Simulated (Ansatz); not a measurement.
Start from SiO2 in the rutile structure (space group P4_2/mnm, No. 136; a = 4.155 Å, c = 2.661 Å). Axes: x, y, z lie along a, b, c of the conventional cell.

The values are results of plane-wave PAW DFT at the LDA level (Ansatz, a program for electronic structure, 420 eV), spin-orbit coupling left out, not measurements.

It is then changed as follows: uniaxial strain ε_zz = −0.60 %, all other strain components held at zero, atoms relaxed at fixed cell.

Task: Predict the stress tensor and what it implies for the stiffness.

Result: Stress of the strained cell less that of the base (GPa, compression positive):
```
   1.20    0.00    0.00
   0.00    1.20    0.00
   0.00    0.00    4.58
```

Then −Δσ_ii/ε with ε = -0.0060 gives relaxed-ion elastic constants: C33 ≈ 763 GPa, C13 ≈ 200 GPa and C23 ≈ 200 GPa.

No phonon test of stability was made.
